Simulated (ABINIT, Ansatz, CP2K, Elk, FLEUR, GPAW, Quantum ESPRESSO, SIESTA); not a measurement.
One structure in several programs: InSe (R3m, 4 atoms in the cell)

Self-consistent single point.

```xyz
4
Lattice="2.0233 1.1682 8.6085 -2.0233 1.1682 8.6085 0.0000 -2.3364 8.6085" Properties=species:S:1:pos:R:3 pbc="T T T"
In     0.0000     0.0000     2.8499
In     0.0000     0.0000     0.0473
Se     0.0000     0.0000    16.0044
Se     0.0000     0.0000    21.3269
```

All programs got the same cell, k-point mesh and kind of occupations (some realise fixed ones as a very narrow smearing) (in Ansatz's words: kpoints.mp_grid.grid = 6 6 6; scf.occupations.method = fixed); potentials, basis and cutoffs are each program's usual ones.

| code | model | pressure (GPa) | largest force (eV/Å) | gap on the mesh (eV) | k-points | cutoff |
|---|---|---|---|---|---|---|
| FLEUR | LDA (Vosko-Wilk-Nusair), all-electron FLAPW (FLEUR), scalar-relativistic valence | – | – | 0.219 | 32 | Kmax 4.3 1/bohr |
| Elk | LDA (PW92), all-electron FP-LAPW, Elk's shipped species files, APW+lo basis with extra local orbitals | – | 0.296 | 0.209 | 56 | rgkmax 7.5 |
| Ansatz | LDA (PW92), PAW files made with PBE | -2.39 | 0.161 | 0.209 | 32 | default |
| ABINIT | LDA (PW92), PAW (JTH v2.0 LDA PAW) | -2.75 | 0.156 | 0.196 | 32 | 544 eV |
| SIESTA | LDA PW92, numerical atomic orbitals TZP, PseudoDojo LDA standard norm-conserving potentials (rewritten from UPF to PSML) | -2.12 | 0.363 | 0.186 | 132 | grid 350 Ry |
| Quantum ESPRESSO | LDA (PZ), GBRV 1.5 ultrasoft (LDA) pseudopotentials | -2.91 | 0.153 | 0.191 | 32 | 40 Ry |
| GPAW | LDA (Perdew-Wang 92), GPAW PAW datasets LDA (gpaw-data 1.0.1) | -2.58 | 0.169 | 0.202 | 32 | 600 eV |
| CP2K | LDA (Pade form), GPW, DZVP-MOLOPT-SR-GTH basis, GTH-PADE potentials (GTH_POTENTIALS) | -1.91 | 0.085 | 0.193 | 112 | grid 500 Ry |

A dash marks a value that a program does not give, or that is left out as unsure.

Gaps are read on the mesh.

The spread over the programs that give each value: pressure within 1.00 GPa; largest force within 0.278 eV/Å; gap on the mesh within 0.033 eV.

The starting cell comes from a database of computed structures (which also holds hypothetical and non-ambient phases and stackings), without a prior relaxation at this level.

**Question.** Why do the programs differ, and what cannot be compared?

**Answer.** Differences of this kind can come from the potentials, where these differ, and from what each basis and cutoff leave unconverged. The valence holds different numbers of electrons (FLEUR 58, Ansatz (a quantum-chemistry and plane-wave program) 58, ABINIT 38, SIESTA 58, Quantum ESPRESSO 38, GPAW 38, CP2K 38). The zero of total energies and Fermi levels follows the potentials and each program's conventions, so they are not compared here. SIESTA and CP2K use small atom-centred bases, whose incompleteness enters pressures, forces and empty levels differently from a plane-wave cutoff. FLEUR and Elk treat all electrons, but the usual bases taken here (sphere radii, linearisation, local orbitals, empty states) were not tested for convergence, so the values are no reference for the others. Ansatz's pressure is given at a fixed set of plane waves, as the other plane-wave codes print theirs. The same LDA comes in different parametrisations, which differ slightly. The programs reduce the same mesh by symmetry to different extents, which changes the work and not the result. In the force vectors, Elk (by 0.139) and SIESTA (by 0.343) lie more than 0.08 eV/Å from the median of the plane-wave programs.

Keys are those of Ansatz 0.2.
